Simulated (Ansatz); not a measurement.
The parent structure is NiO in the rock salt structure (space group Fm-3m, No. 225; a = 4.189 Å; ferromagnetic). Axes: x, y, z lie along the cube axes.

Calculations: r2SCAN in Ansatz (plane waves to 500 eV, PAW, without spin-orbit coupling).

Before the change:

```
Property                Result
---------------  -------------
Magnetic state   ferromagnetic
Pressure              0.0 kbar
Band gap               0.82 eV
Volume per atom        9.19 Å³
```

It is then changed as follows: compressive biaxial strain of 0.98 % in the plane normal to [111], as in epitaxy on a mismatched substrate; the out-of-plane cell vector and the atoms relax.

Q: Estimate the effect on the magnetic state.

A: The magnetic state remains ferromagnetic.

Q: How does this affect the pressure?

A: The pressure (mean of the normal stresses, compression positive) goes from zero to 21.9 kbar.

Q: What does the calculation give for the band gap after the change?

A: The band gap shrinks by 0.05 eV, from 0.82 eV to 0.77 eV.

Q: What does the calculation give for the volume per atom after the change?

A: The volume per atom shrinks by 0.092 Å³, from 9.19 Å³ to 9.09 Å³.

Whether these cells are dynamically stable was not tested. No Hubbard U is applied and the magnetic state is the run's own (NiO ferromagnetic); other magnetic orders, which need larger cells, were not tried and can change the gap. Where the two band edges lie in opposite spin channels, the gap is a spin-flip gap. In its common phase, real NiO is an antiferromagnetic insulator at low temperature.

Ansatz is an electronic-structure program.
